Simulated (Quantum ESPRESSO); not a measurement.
Quantum ESPRESSO run on AlGa3N4 (P-43m, 8 atoms in the cell): self-consistent single point.

Method: PBEsol, GBRV 1.5 ultrasoft (PBESOL) pseudopotentials (plane waves; Quantum ESPRESSO).

```xyz
8
Lattice="4.4717 0.0000 0.0000 0.0000 4.4717 0.0000 0.0000 0.0000 4.4717" Properties=species:S:1:pos:R:3 pbc="T T T"
Al     0.0000     0.0000     0.0000
Ga     2.2358     2.2358     0.0000
Ga     0.0000     2.2358     2.2358
Ga     2.2358     0.0000     2.2358
N      3.3793     3.3793     1.0924
N      3.3793     1.0924     3.3793
N      1.0924     1.0924     1.0924
N      1.0924     3.3793     3.3793
```

Reference input (self-consistent single point, DFT, PBEsol, plane waves, GBRV 1.5 ultrasoft (PBESOL) pseudopotentials): ecutwfc = 50 Ry; ecutrho = 250 Ry; occupations = fixed; potentials = {Al: al_pbesol_v1.uspp.F.UPF, Ga: ga_pbesol_v1.4.uspp.F.UPF, N: n_pbesol_v1.2.uspp.F.UPF}; K_POINTS = automatic 6 6 6 0 0 0; nbnd = 48; conv_thr = 1e-09 Ry; mixing_beta = 0.3. This run's input differs from it in these lines:

```diff
@@ -36,3 +36,3 @@
 K_POINTS {automatic}
-6 6 6  0 0 0
+3 3 3  0 0 0
```

Log, with long lists cut:

```
     Self-consistent Calculation

     iteration #  1     ecut=    50.00 Ry     beta= 0.30

     total energy              =   -1329.41729953 Ry
     estimated scf accuracy    <      13.75653076 Ry

     iteration #  2     ecut=    50.00 Ry     beta= 0.30

     total energy              =   -1332.48747835 Ry
     estimated scf accuracy    <       0.11500783 Ry

     iteration #  3     ecut=    50.00 Ry     beta= 0.30

     total energy              =   -1332.47026785 Ry
     estimated scf accuracy    <       0.05778649 Ry

   [... 8 blocks of this kind left out ...]

     iteration # 12     ecut=    50.00 Ry     beta= 0.30

     total energy              =   -1332.47596365 Ry
     estimated scf accuracy    <          1.9E-09 Ry

     iteration # 13     ecut=    50.00 Ry     beta= 0.30
     End of self-consistent calculation

     highest occupied, lowest unoccupied level (ev):     9.7717   12.0568

!    total energy              =   -1332.47596366 Ry
     estimated scf accuracy    <          1.0E-11 Ry

     convergence has been achieved in  13 iterations

     Forces acting on atoms (cartesian axes, Ry/au):

     atom    1 type  1   force =     0.00000000    0.00000000    0.00000000
     atom    2 type  2   force =     0.00000000    0.00000000    0.00000000
     atom    3 type  2   force =     0.00000000    0.00000000    0.00000000
     atom    4 type  2   force =     0.00000000    0.00000000    0.00000000
     atom    5 type  3   force =    -0.00259431   -0.00259431    0.00259431
     atom    6 type  3   force =    -0.00259431    0.00259431   -0.00259431
   [... lines left out ...]

     Total force =     0.008987     Total SCF correction =     0.000006

          total   stress  (Ry/bohr**3)                   (kbar)     P=       -3.87
  -0.00002631   0.00000000   0.00000000           -3.87        0.00        0.00
   0.00000000  -0.00002631   0.00000000            0.00       -3.87        0.00
   0.00000000   0.00000000  -0.00002631            0.00        0.00       -3.87

   JOB DONE.
```

The run converged in 13 iterations. Against the reference run the free energy rises by 2.3 meV/atom, the pressure moves little (-0.36 to -0.39 GPa), the largest force goes from 0.121 to 0.116 eV/Å and the gap on the mesh moves little (2.287 to 2.285 eV).

The starting cell comes from a database of computed structures (which also holds hypothetical and non-ambient phases and stackings), without a prior relaxation at this level.
